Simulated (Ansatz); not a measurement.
## CaTiO3: pressure series

Start from CaTiO3 in the cubic perovskite structure (space group Pm-3m, No. 221; a = 3.8414 Å; a model cell).

Cell and atoms are relaxed at each pressure.

Level of theory: plane-wave PAW DFT at the PBEsol level (Ansatz, an electronic-structure program, 420 eV), scalar-relativistic without spin-orbit coupling, earlier PAW set.

| P (GPa) | V (Å³/atom) |
|---|---|
| -2.00 | 11.460 |
| -1.00 | 11.398 |
| 15.00 | 10.591 |
| 30.01 | 10.040 |
| 50.00 | 9.477 |
| 75.00 | 8.940 |
| 100.00 | 8.516 |

Question: Fit a third-order Birch–Murnaghan equation of state.

Answer: Least squares on P(V) = (3B₀/2)[(V₀/V)^(7/3) − (V₀/V)^(5/3)]·[1 + (3/4)(B₀′ − 4)((V₀/V)^(2/3) − 1)] gives V₀ = 11.34 Å³/atom, B₀ = 191 GPa and B₀′ = 4.2.

Between the base and pressure 15 GPa the gap moves from 1.89 eV to 2.00 eV, a mean slope of 7.1 meV/GPa.

Load acts through the strain it causes; cell and atoms are relaxed under it. No phonon test of stability was made. No other phases were tried under pressure. All final runs are without spin polarisation. Many cubic perovskites are stable only at high temperature; tilts and polar distortions were not tested.
